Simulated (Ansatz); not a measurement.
Take Ge (space group P6_3/mmc, No. 194; a = 3.995 Å, c = 6.599 Å; a cell from a computed database, its experimental status unchecked) as the base. Axes: x lies along a and z along c of the hexagonal cell.

All numbers come from Ansatz (a program for electronic structure) r2SCAN, no spin-orbit coupling, earlier PAW set.

Before the change:

```
Item                                         Result
-----------------------------  --------------------
Valence-band top at Γ          0.00, 0.00, -0.30 eV
Shortest interatomic distance            4.633 bohr
```

One thing is altered: uniaxial stress, 0.5 GPa tension along x, with the cell and atoms free to relax against it.

**Question.** What does the calculation give for the valence-band top at Γ after the change?

**Answer.** The valence-band top at Γ (three highest levels, from the VBM) changes from 0.00, 0.00, -0.30 eV to 0.00, -0.04, -0.30 eV.

**Question.** What happens to the shortest interatomic distance?

**Answer.** The shortest interatomic distance hardly moves (4.633 bohr against 4.634 bohr).

**Question.** How does this affect the strain response?

**Answer.** The strain response (xx, yy, zz) is (+0.35, −0.08, −0.03) %.

The levels and masses belong to the bands next to the band gap. Beyond what the load breaks, stability against distortions was not tested. This is not the structure that Ge has at room temperature and ambient pressure.
